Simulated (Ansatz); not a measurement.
AlB2-type HfB2, treated with revPBE (PAW; Ansatz, a quantum-chemistry and plane-wave program).

Settings: plane-wave cutoff 520 eV, 18×18×12 k mesh (along the axes of the cell as run), Fermi–Dirac smearing 0.1 eV, perturbation theory, scalar-relativistic PAW data made under PBE.

Computed at the level's own relaxed cell.

Harmonic phonon frequencies (cm⁻¹; i marks an imaginary mode):

```csv
q point,frequencies
Γ,0 0 0 431 431 456 526 791 791
M,161 166 207 509 526 528 714 715 735
K,176 188 188 535 535 633 657 657 762
```

No imaginary mode appears at these points.
